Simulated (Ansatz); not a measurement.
Functionals compared on NH2 on the 1x1 (0001) surface of corundum (cut with top plane Al), one in a 1x1 cell, started at the site 'top Al', in Ansatz (plane waves, PAW). The structure was relaxed with PBE; the other rows are single points on it, each with its references at the same level. Cutoff 420 eV (500 eV for r2SCAN). The points keep PBE's geometry, so the relaxation of a polaron and the settling of charge on one site are left out.

Host crystal: corundum, with a band gap (PBE, scalar-relativistic without spin-orbit coupling).

Set-up: 23 atoms, 6.7 Å thick at the start under the adsorbate (thin: gaps and levels are the slab's own); mesh 6x6x1; 0.01 eV smearing; dipole correction on; 9 atoms held, the rest relaxed; no symmetry held; spin-polarised, ending with about 1.0 μB a cell, a value that depends on the mesh; orders that need a larger cell were not tried, no spin-orbit, no U, no dispersion correction. The slab shows no gap over 0.04 eV on its mesh. At the end it is bonded to Al. In PBE this state lies 0.03 eV over the lowest of the starts that converged ('hollow Al-O-O-O over O at depth 2.3 Å'). These notes are the PBE run's. r2SCAN: The program's check for a lower electronic state was not made. Adsorption energies are against NH3(g) − ½ H2(g). A negative adsorption energy means that the adsorbate is more stable on the surface than in its reference.

A dash marks a value that is undefined for that row or was read on another mesh.

```
functional  adsorption energy (eV)  work function of the top face (eV)  rough cost of the single point
----------  ----------------------  ----------------------------------  ------------------------------
PBE                           1.13                                4.55                               –
RPBE                             ?                                   ?   around 5 core-minutes (rough)
r2SCAN                        1.16                                   –         roughly 16 core-minutes
```

Complete the blanks.


- RPBE, adsorption energy (eV): 1.13
- RPBE, work function of the top face (eV): 4.48

Ansatz is a quantum-chemistry and plane-wave program.
